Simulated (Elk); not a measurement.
Band structure of VN (Fm-3m, 2 atoms in the cell).

```xyz
2
Lattice="0.0000 2.0852 2.0852 2.0852 0.0000 2.0852 2.0852 2.0852 0.0000" Properties=species:S:1:pos:R:3 pbc="T T T"
V      0.0000     0.0000     0.0000
N      2.0852     2.0852     2.0852
```

Method: PBE, all-electron FP-LAPW, Elk's shipped species files, default APW+lo basis in Elk 10.2.4.

Settings: xctype = 20; stype = 0; swidth = 0.00734986 Ha; ngridk = 11 11 11; rmtscf = 0.88; maxscl = 100.

The starting cell comes from a database of computed structures (which also holds hypothetical and non-ambient phases and stackings), without a prior relaxation at this level. Its lattice was rescaled by a random factor within 2.5 % of one. Spin polarisation is off, so a magnetic state, if there is one, cannot be reached. Values depend on the basis (sphere radii, cutoffs, local orbitals), which need not be converged.

Levels in eV from the Fermi level, bands 6 to 13:
```json
[
 {"point": "Γ", "6": "-2.13", "7": "-2.13", "8": "-2.13", "9": "-1.47", "10": "-1.47", "11": "-1.47", "12": "-0.42", "13": "-0.42"},
 {"point": "X", "6": "-6.51", "7": "-3.65", "8": "-3.55", "9": "-3.55", "10": "0.51", "11": "1.15", "12": "1.15", "13": "2.55"},
 {"point": "W", "6": "-6.04", "7": "-6.04", "8": "-5.76", "9": "0.13", "10": "0.13", "11": "1.16", "12": "2.05", "13": "2.79"},
 {"point": "K", "6": "-6.33", "7": "-6.31", "8": "-4.85", "9": "-1.13", "10": "0.81", "11": "1.24", "12": "2.53", "13": "2.75"},
 {"point": "L", "6": "-8.63", "7": "-5.85", "8": "-5.85", "9": "0.56", "10": "0.56", "11": "1.40", "12": "4.90", "13": "4.90"},
 {"point": "U", "6": "-6.33", "7": "-6.31", "8": "-4.85", "9": "-1.13", "10": "0.81", "11": "1.24", "12": "2.53", "13": "2.75"}
]
```

Bands cross the Fermi level along this path, so the cell is metallic at this level.
